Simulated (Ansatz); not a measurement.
Amorphous Si₂₄O₅₁In₂, 77 atoms at 2.51 g/cm³, one PBE-relaxed geometry, zone centre. Methods: PBE, scalar-relativistic without spin-orbit coupling (Ansatz, a first-principles code); r2SCAN, scalar-relativistic without spin-orbit coupling (Ansatz); HSE06, scalar-relativistic without spin-orbit coupling (Ansatz). Plane waves to 420 eV (r2SCAN 500 eV); exact exchange is cut at the cell's faces. At PBE the levels at the filled edge of the gap are localised (band-tail or defect states), and the nearest spread-out levels lie 4.0 eV apart at the zone centre. All rungs ran without spin polarisation.

The cell was made by melting and quenching with the CHGNet potential and then relaxed with DFT. O atoms were pushed apart under 1.9 Å during the dynamics, to hinder bonds among them. The hot cell started wider than the set density and was brought back towards it in steps. It is the lowest in DFT energy of 2 quenches. It is a model cell: composition and starting density were chosen by hand, and all elements were melted together. No dispersion term was used. Its density started from a set value of 2.47 and ended at 2.51 g/cm³. Cooling (nominally 320 K/ps over its main leg) ran many orders faster than in experiment, which tends to leave more defects and strain. One small periodic cell is one sample of the glass; other quenches scatter about these values. The volume was free in the relaxation, at fixed shape. Stress components on the final sampling reach 2.3 GPa.

The relaxation ran on the zone centre alone. At PBE the level gap is 3.63 eV on a 2×2×2 Γ-centred mesh, and the spacing at the zone centre alone 3.64 eV.

Q: What zone-centre spacing does r2SCAN give, roughly?

A: 4.23 eV (+0.59 eV against PBE).

Q: What zone-centre spacing does HSE06 give, roughly?

A: 5.41 eV (+1.77 eV against PBE).

The highest filled and the lowest empty state spread over these numbers of atoms (participation numbers): PBE: 8.3 and 10.3; r2SCAN: 7.2 and 9.7; HSE06: 6.6 and 11.1.
